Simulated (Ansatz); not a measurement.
The structure below was relaxed with DFT with PBE, PAW potentials and a 420 eV plane-wave cutoff in Ansatz (a program for electronic structure), spin-orbit coupling left out, earlier PAW set.

```
CELL_PARAMETERS angstrom
      4.72523     0.00000     0.00000
      0.00000     4.72523     0.00000
      0.00000     0.00000     5.72129
ATOMIC_POSITIONS crystal
  Nb 0.50000 0.50000 0.49192
  K  0.00000 0.00000 0.95011
  S  0.50000 0.50000 0.87836
  S  0.50000 0.00000 0.39280
  S  0.00000 0.50000 0.39280
```

**Question.** Find the space group and the Wyckoff positions.

**Answer.** Space group P4mm (No. 99); a = b = 4.7252 Å, c = 5.7213 Å, α = β = γ = 90.00°

| atom | site | symmetry | x | y | z |
|---|---|---|---|---|---|
| Nb | 1b | 4mm | 0.5000 | 0.5000 | 0.4919 |
| K | 1a | 4mm | 0.0000 | 0.0000 | 0.9501 |
| S | 1b | 4mm | 0.5000 | 0.5000 | 0.8784 |
| S | 2c | 2mm. | 0.0000 | 0.5000 | 0.3928 |

No phonon test of stability was made. All final runs are without spin polarisation. The cell was made from KNbO3 by this change: O → S; the result is a hypothetical phase, not in the database extracts checked.
